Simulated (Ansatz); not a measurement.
Ga2S3 (Imm2, No. 44, 5 atoms in the cell; start mp-1224796; a measured phase of this formula has another space group), treated with r²SCAN (plane waves, PAW; Ansatz, an electronic-structure program).

Run with plane-wave cutoff 560 eV, 12×12×12 k mesh, Fermi–Dirac smearing 0.01 eV, scalar-relativistic PAW data made under PBE.

Cell (relaxed at this level):

```xyz
5
Lattice="-1.8381 5.5671 2.6792 1.8381 -5.5671 2.6792 1.8381 5.5671 -2.6792" Properties=species:S:1:pos:R:3 pbc="T T T"
Ga     0.0000     1.7726     0.0376
Ga     0.0000     9.3616     0.0376
S      0.0000     7.4157     1.2991
S      0.0000     3.7185     1.2991
S      0.0000     0.0000     1.3453
```

**Question.** Estimate the band gap and bulk modulus B0 that the calculation returns.

**Answer.** 
- band gap: 1.95 eV (on the SCF k mesh)
- bulk modulus B0: 35.9 GPa

Note: the relaxation could not lower the start's symmetry, so the cell can be a saddle point above a distorted one; the bulk modulus is −V dP/dV from two relaxed cells at ±2 % in volume.

Spin–orbit coupling is not included.

Static lattice: no zero-point or thermal effects.

A start named mp-… is a Materials Project structure, which need not be a measured phase.
